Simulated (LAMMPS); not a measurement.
Ni (fcc) at 200 K and zero pressure, started from the crystal, with several potentials, in cells of their own sizes.

Models:
- EAM-type CuNi.eam.alloy: classical MD, pair style eam/alloy, file CuNi.eam.alloy (LAMMPS); Onat and Durukanoglu, J Phys Cond Matt, 26, 035404 (2014)
- EAM-type Ni.adp: classical MD, pair style adp, file Ni.adp (LAMMPS); Mishin et al, Acta Mater, 53, 4029 (2005)
- EAM-type NiAlH_jea.eam.alloy: classical MD, pair style eam/alloy, file NiAlH_jea.eam.alloy (LAMMPS); Moody and Baskes, Modell Sim Mater Sci Eng, 3, 289-307 (1995)
- EAM-type smf7: classical MD, pair style eam, the elements' _smf7.eam files (smf7) (LAMMPS); Foiles, Phys Rev B 32, 7685 (1985)
- EAM-type universal-3 set of Foiles, Baskes and Daw: classical MD, pair style eam, the elements' _u3.eam files (universal-3 set of Foiles, Baskes and Daw) (LAMMPS); Foiles et al, Phys Rev B, 33, 7983 (1986)
- MEAM MoCoNiVFeAlCr_2nn.meam: classical MD, pair style meam, file MoCoNiVFeAlCr_2nn.meam (LAMMPS); Wang, J., Kwon, H., Kim, H.S. et al. A neural network model for high entropy alloy design. npj Comput Mater 9, 60 (2023).
- MEAM Ni.meam: classical MD, pair style meam, file Ni.meam (LAMMPS)
- MEAM library.meam-Ni: classical MD, pair style meam, file library.meam (library.meam-Ni) (LAMMPS); Baskes, Phys Rev B, 46, 2727-2742 (1992)
- SNAP Ni_Zuo_JPCA2020.quadratic.snap: MD with a machine-learned potential, pair style snap, file Ni_Zuo_JPCA2020.quadratic.snap (LAMMPS); Y. Zuo, C. Chen, X, Li, Z. Deng, Y. Chen, J. Behler, G. Csányi, A. V. Shapeev, A. P. Thompson, M. A. Wood, S. P. Ong, "Performance and Cost Assessment of Machine Learning Interatomic Potentials" J. Phys. Chem. A 124, 4, 731-745 (2020)
- SNAP Ni_Zuo_JPCA2020.snap: MD with a machine-learned potential, pair style snap, file Ni_Zuo_JPCA2020.snap (LAMMPS); Y. Zuo, C. Chen, X, Li, Z. Deng, Y. Chen, J. Behler, G. Csányi, A. V. Shapeev, A. P. Thompson, M. A. Wood, S. P. Ong, "Performance and Cost Assessment of Machine Learning Interatomic Potentials" J. Phys. Chem. A 124, 4, 731-745 (2020)

```tsv
potential	state	volume	first peak of g(r)	coordination number	mean phonon frequency	rough cost (ms per atom and simulated ps)
EAM-type CuNi.eam.alloy	crystal; no diffusion seen in 30 ps	11.0024 ± 0.0001 Å³/atom	2.49 Å, height 10.4	12.0 (counted to 3.02 Å)	5.9 THz	1 to 3
EAM-type Ni.adp	crystal; no diffusion seen in 30 ps	10.9523 ± 0.0001 Å³/atom	2.49 Å, height 11.3	12.0 (counted to 2.98 Å)	6.4 THz	1 to 3
EAM-type NiAlH_jea.eam.alloy	crystal; no diffusion seen in 30 ps	10.9942 ± 0.0001 Å³/atom	2.49 Å, height 11.1	12.0 (counted to 2.98 Å)	6.3 THz	1 to 3
EAM-type smf7	crystal; no diffusion seen in 30 ps	10.9924 ± 0.0001 Å³/atom	2.49 Å, height 11.5	12.0 (counted to 3.02 Å)	6.6 THz	0.3 to 1
EAM-type universal-3 set of Foiles, Baskes and Daw	crystal; no diffusion seen in 30 ps	11.0005 ± 0.0001 Å³/atom	2.49 Å, height 11.3	12.0 (counted to 3.02 Å)	6.5 THz	1 to 3
MEAM MoCoNiVFeAlCr_2nn.meam	crystal; no diffusion seen in 30 ps	10.9955 ± 0.0001 Å³/atom	2.50 Å, height 11.8	12.0 (counted to 3.02 Å)	6.7 THz	10 to 30
MEAM Ni.meam	crystal; no diffusion seen in 30 ps	10.9715 ± 0.0002 Å³/atom	2.49 Å, height 10.9	12.0 (counted to 2.98 Å)	6.2 THz	3 to 10
MEAM library.meam-Ni	crystal; no diffusion seen in 30 ps	10.9699 ± 0.0001 Å³/atom	2.49 Å, height 11.2	12.0 (counted to 2.98 Å)	6.3 THz	3 to 10
SNAP Ni_Zuo_JPCA2020.quadratic.snap	crystal; no diffusion seen in 15 ps	10.9989 ± 0.0005 Å³/atom	2.49 Å, height 10.6	12.0 (counted to 3.02 Å)	5.9 THz	30 to 100
SNAP Ni_Zuo_JPCA2020.snap	crystal; no diffusion seen in 15 ps	10.9892 ± 0.0003 Å³/atom	2.49 Å, height 10.6	12.0 (counted to 3.02 Å)	-	100 to 300
```

Costs are rough: whole-run CPU time with set-up and analysis, from shared machines, in bands a factor of about three wide.

Caution: the potential MEAM library.meam-Ni is a first-neighbour MEAM set with a 4 Å cutoff, used here without a parameter file and away from the static properties it was fitted to.

States go by the mean squared displacement: a species diffuses where it passes 1.5 Å², still rises and gives D over 1e-6 cm²/s; a crystal has left its structure where atoms lie 0.35 Å off their sites on average or a cubic box changes its shape by 3 %, or the axial ratios of another lie 8 % off the starting cell's, which the potential's own relaxation can also do.

The ± values are statistical; the model's systematic error is not in them.
